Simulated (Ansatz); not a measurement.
The starting structures come from a database of crystals and need not be the phases stable at ambient conditions.

Input:

```yaml
crystal:
  lattice:
    - [6.80195, 0.00000, 0.00000]
    - [0.00000, 7.60167, 0.00000]
    - [0.00000, -3.80083, 6.58324]
  atoms:
    - { symbol: Nb, position: [0.50080, 0.13315, 0.26631] }
    - { symbol: Nb, position: [0.50080, 0.13315, 0.86685] }
    - { symbol: Nb, position: [0.50080, 0.73369, 0.86685] }
    - { symbol: Te, position: [0.80533, 0.00000, 0.00000] }
    - { symbol: I, position: [0.23154, 0.82995, 0.65991] }
    - { symbol: I, position: [0.23154, 0.82995, 0.17005] }
    - { symbol: I, position: [0.23154, 0.34009, 0.17005] }
    - { symbol: I, position: [0.72791, 0.99662, 0.49831] }
    - { symbol: I, position: [0.72791, 0.50169, 0.00338] }
    - { symbol: I, position: [0.72791, 0.50169, 0.49831] }
    - { symbol: I, position: [0.28435, 0.33333, 0.66667] }
```

Space group of this cell: P3m1. The cell was relaxed by PBE-D3(BJ); by r2SCAN its mean pressure is 2.1 GPa.

Transport runs along the normal of the first two printed cell vectors, the (100) plane of the conventional cell.

No gap correction and no spin-orbit coupling; mid-gap values are interpolated between computed energies.

Question: Estimate the band gap and the smallest decay constant κ at mid-gap that r2SCAN (Ansatz, a first-principles code) returns for this system.

Answer: Gap 0.63 eV on a 6×6×6 mesh; κ = 0.169 1/Å, at the zone centre.
